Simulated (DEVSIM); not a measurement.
Device: abrupt Ge n-p junction, at 300 K.

Layer 1 from the left is Ge, thickness (μm) 0.370, Nd (cm⁻³) 5.7e17, τn (s) 6.8e-6, τp (s) 6.8e-6. Layer 2 from the left is Ge, thickness (μm) 14.0, Na (cm⁻³) 6.8e15, τn (s) 6.8e-6, τp (s) 6.8e-6.

Left contact: ohmic. Right contact: ohmic. Voltage is applied to the left contact. Recombination: SRH at mid-gap. Mobility is constant in doping.

The device is made up for the run: typed textbook-type constants, with dimensions and the other settings drawn at random. Values at 300 K.

Ge: gap (eV) 0.664, affinity (eV) 4, permittivity 16, Nc (cm⁻³) 1.04e19, Nv (cm⁻³) 6e18, μn (cm²/Vs) 3900, μp (cm²/Vs) 1900.

**Question.** Estimate by hand the built-in potential, the peak field at zero bias, the capacitance at 1.5 V, and compare with a numerical solution.

**Answer.** 
- Built-in potential: ni = √(Nc Nv) exp(−Eg/2kT) = 2.09e13 cm⁻³ with Eg = 0.664 eV; Vbi = kT/q ln(Na Nd/ni²) = 0.414 V; numerical 0.414 V.
- Peak field at zero bias: depletion approximation: W = √(2εVbi/(qN)) = 0.330 μm with N = 6.72e15 cm⁻³; field = 2Vbi/W = 25100 V/cm; numerical 39900 V/cm (estimate below by 37 %).
- Capacitance at 1.5 V: C = √(qεN / 2(Vbi + |V|)) = 20.0 nF/cm²; numerical 20.3 nF/cm² (estimate below by 1.7 %).

Simulated with DEVSIM: 1D drift-diffusion, Boltzmann statistics, complete ionisation; no tunnelling, impact ionisation, image-force lowering or self-heating.
